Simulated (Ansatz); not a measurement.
A self-consistent single point of Ni₆SnSb (P1, 8 atoms in the cell) with Ansatz (an electronic-structure program).

Method: PBEsol, default PAW files made with PBE (plane waves; Ansatz).

```xyz
8
Lattice="4.2367 0.0000 0.0000 0.0000 5.2744 0.0000 0.0000 0.0000 4.4807" Properties=species:S:1:pos:R:3 pbc="T T T"
Ni     2.0984     3.9438     3.6983
Ni     2.1131     1.3540     3.7730
Ni     0.0092     3.9504     0.7693
Ni     0.0410     1.3342     0.7769
Ni    -0.0262     2.6337     3.1077
Ni     2.1278    -0.0157     1.3406
Sn     0.0094    -0.0265     2.9988
Sb     2.1009     2.6493     1.4580
```

Reference input (self-consistent single point, DFT, PBEsol, plane waves, default PAW files made with PBE): kpoints.mp_grid.grid = 6 5 5; hamiltonian.xc = pbesol; hamiltonian.pseudopotentials = {kind: paw} (the program's default PAW files); scf.occupations.method = gaussian; scf.occupations.width = 0.0037 Ry. This run's input differs from it in these lines:

Ansatz 0.2 input:
```diff
@@ -21,3 +21,3 @@
 scf:
-  occupations: { method: gaussian, width: 0.0037 Ry }
+  occupations: { method: gaussian, width: 0.0073 Ry }
 output:
```

Log, with long lists cut:

```
SCF iter   1: F=—  HF=-47189.324926 eV  |F-HF|=—  |Δ(HF+E_count)|=         —  Δρ=2.59e-2  dr2=4.07e-1  ethr=1.77e-3  ⟨swp⟩=5.4  Hψ=22726  notcnv=0  defer=96
all-band conjugate gradients solve this SCF's bands
preconditioner: auto → Kerker (q_TF=auto, 2.875 Å⁻¹)
SCF iter   2: F=—  HF=-47189.268048 eV  |F-HF|=—  |Δ(HF+E_count)|=   5.69e-2  Δρ=7.14e-3  dr2=4.03e-2  ethr=2.97e-4  ⟨swp⟩=3.0  Hψ=10724  notcnv=0  defer=560
   [... lines left out ...]
SCF iter   5: F=—  HF=-47189.261709 eV  |F-HF|=—  |Δ(HF+E_count)|=   2.46e-5  Δρ=1.72e-4  dr2=3.69e-5  ethr=1.38e-7  ⟨swp⟩=2.0  Hψ=10545  notcnv=0  defer=560
SCF iter   6: F=—  HF=-47189.261670 eV  |F-HF|=—  |Δ(HF+E_count)|=   3.89e-5  Δρ=7.29e-5  dr2=7.06e-6  ethr=2.70e-8  ⟨swp⟩=2.1  Hψ=8322  notcnv=0  defer=560
SCF iter   7: F=—  HF=-47189.261669 eV  |F-HF|=—  |Δ(HF+E_count)|=   8.19e-7  Δρ=1.94e-5  dr2=3.86e-7  ethr=5.15e-9  ⟨swp⟩=2.1  Hψ=7239  notcnv=0  defer=560
SCF iter   8: F=-47189.261669 eV  HF=-47189.261669 eV  |F-HF|=2.82e-8  |Δ(HF+E_count)|=   7.48e-8  Δρ=5.84e-6  dr2=3.69e-8  ethr=7.30e-11  ⟨swp⟩=9.7  Hψ=30953  notcnv=0
SCF 1 converged in 8 iterations: F = -47189.261669 eV  dr2 = 3.69e-8
Free energy (F): -47189.261669 eV
Internal energy: -47189.238103 eV  (E = F + TS)
E sigma→0 (E₀):  -47189.249886 eV
Entropy (-TS):   -0.023566 eV (-2.946 meV/atom)
Fermi energy:    18.366632 eV
--- Forces (eV/Å), atoms counted from 1 ---
  atom   1  Ni     0.15911616     0.01455085    -0.01027437
  atom   2  Ni     0.10378246    -0.16855150    -0.54064016
  atom   3  Ni    -0.16357630    -0.02847718    -0.11460177
  atom   4  Ni    -0.38295503    -0.11401063    -0.05821479
  atom   5  Ni     0.05171347    -0.14663103    -0.09698533
  atom   6  Ni     0.08665057     0.11688932     0.25859677
  atom   7  Sn    -0.20272103     0.42212661     0.26606879
  atom   8  Sb     0.34799113    -0.09589590     0.29602499
--- Stress (GPa, compression-positive) ---
       -1.950139      -0.050500      -0.047045
       -0.050500      -1.508482       0.051735
       -0.047045       0.051735      -0.671060
  P = ⅓ Tr σ = -1.3766 GPa (-13.766 kbar)
  The stress holds the Pulay correction. Without it, at fixed plane waves, as pw.x and ABINIT print it: P = -1.4667 GPa
```

The run converged in 8 iterations. Against the reference run the free energy goes down by 1.1 meV/atom, the pressure moves little (-1.41 to -1.38 GPa) and the largest force moves little (0.579 to 0.576 eV/Å).

The starting cell comes from a database of computed structures (which also holds hypothetical and non-ambient phases and stackings), without a prior relaxation at this level. Its atoms were displaced at random from the sites of space group no. 25. Spin polarisation is off. Ansatz's pressure includes its estimate of the finite-basis (Pulay) stress.

Cost on one core of a shared machine: roughly 70 s.
